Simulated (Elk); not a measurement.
A self-consistent single point of SrCd (Pm-3m, 2 atoms in the cell) with Elk.

Level of theory: PBEsol, all-electron FP-LAPW, Elk's shipped species files, default APW+lo basis (Elk).

```yaml
crystal:
  lattice:
    - [4.03563, 0.00000, 0.00000]
    - [0.00000, 4.03563, 0.00000]
    - [0.00000, 0.00000, 4.03563]
  atoms:
    - { symbol: Sr, position: [0.50000, 0.50000, 0.50000] }
    - { symbol: Cd, position: [0.00000, 0.00000, 0.00000] }
```

Reference input (self-consistent single point, DFT, LDA (PW92), all-electron FP-LAPW, Elk's shipped species files, default APW+lo basis): xctype = 3; rgkmax = 7; stype = 3; swidth = 0.00367493 Ha; ngridk = 11 11 11. This run's input differs from it in these lines:

```diff
@@ -4,3 +4,3 @@
 xctype
-  3
+  22
```

The program printed (abridged):

```
│ Self-consistent loop started │
│ Loop number : 1 │
 total energy                :     -8770.36704849
│ Loop number : 2 │
 total energy                :     -8770.50343115
RMS change in Kohn-Sham potential (target) :   0.1368043569     (  0.1000000000E-05)
Absolute change in total energy (target)   :   0.1363826548     (  0.1000000000E-03)
│ Loop number : 3 │
 total energy                :     -8770.65818214
RMS change in Kohn-Sham potential (target) :   0.1301152254     (  0.1000000000E-05)
Absolute change in total energy (target)   :   0.1888466607     (  0.1000000000E-03)
│ Loop number : 4 │
   [... lines left out ...]
Absolute change in total energy (target)   :   0.1087285509E-02 (  0.1000000000E-03)
│ Loop number : 12 │
 total energy                :     -8771.46618005
RMS change in Kohn-Sham potential (target) :   0.1136172443E-05 (  0.1000000000E-05)
Absolute change in total energy (target)   :   0.2031044532E-03 (  0.1000000000E-03)
│ Loop number : 13 │
 total energy                :     -8771.46622533
RMS change in Kohn-Sham potential (target) :   0.2536455333E-06 (  0.1000000000E-05)
Absolute change in total energy (target)   :   0.5496012818E-05 (  0.1000000000E-03)
Convergence targets achieved

│ Loop number : 14 │

Energies :
 Fermi                       :     0.162024446213
 total energy                :     -8771.46623656

Density of states at Fermi energy :    41.97947678
 (states/Hartree/unit cell)

Estimated indirect band gap :   0.1666797579E-02
 from k-point     31 to k-point     21
Estimated direct band gap   :   0.7252064312E-02
 at k-point     21

Charges :
 core                        :    58.00000000
 valence                     :    28.00000000
 interstitial                :    3.420462035
 muffin-tins (core leakage)
  species :    1 (Sr)
   atom    1                 :    35.96130870     (  0.2892913002E-04)
  species :    2 (Cd)
   atom    1                 :    46.61822927     (  0.2460195369E-03)
 total in muffin-tins        :    82.57953797
 total calculated charge     :    86.00299136
 total charge                :    86.00000000
 error                       :   0.2991360227E-02

│ Self-consistent loop stopped │
```

The run converged in 14 iterations. The count includes the last loop, which Elk runs after its targets are met. 

The starting cell comes from a database of computed structures (which also holds hypothetical and non-ambient phases and stackings), without a prior relaxation at this level. Values depend on the basis (sphere radii, cutoffs, local orbitals), which need not be converged. The log's line on a gap gives a spacing of levels on this mesh, which the program prints for metals too.
